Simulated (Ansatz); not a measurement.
The parent structure is MoP (space group P-6m2, No. 187; a = 3.2416 Å, c = 3.1941 Å). Axes: x lies along a and z along c of the hexagonal cell.

The values are results of DFT with PBE, PAW potentials and a 420 eV plane-wave cutoff in Ansatz (a first-principles code), no spin-orbit coupling, not measurements.

It is then changed as follows: an isotropic linear strain of −2.17 %, atoms relaxed at fixed cell.

Q: Predict the stress tensor and what it implies for the stiffness.

A: Stress of the strained cell less that of the base (GPa, compression positive):
```
   15.5     0.0     0.0
    0.0    15.5     0.0
    0.0     0.0    19.8
```

Then B = −ΔP/(ΔV/V₀) with ΔV/V₀ = -0.0637 gives secant stiffness values (nonlinear terms included at this strain): B (at held cell shape, above the free-shape value) ≈ 266 GPa.

As a check, the harmonic strain energy −½ V₀ Δσ:ε is 50 meV/atom; the computed energy rise is 46 meV/atom.

No phonon test of stability was made. The final runs are not spin-polarised. An odd electron count without spin: MoP.
